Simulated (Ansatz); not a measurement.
Start from Nb in the bcc (W type) structure (space group Im-3m, No. 229; a = 3.2722 Å).

Computed with Kohn–Sham DFT with the PBEsol functional, run in Ansatz (a program for electronic structure) with PAW and 420 eV plane waves, no SOC.

Before the change:

- Volume per atom = 17.52 Å³

It is then changed as follows: a hydrostatic pressure of 10 GPa.

Q: Estimate the effect on the volume per atom.

A: The volume per atom falls by 0.85 Å³ to 16.67 Å³.

Load acts through the strain it causes; cell and atoms are relaxed under it. Whether these cells are dynamically stable was not tested. Competing high-pressure phases were not computed. The base started in P-1 and relaxed to Im-3m at this level. All final runs are without spin polarisation.
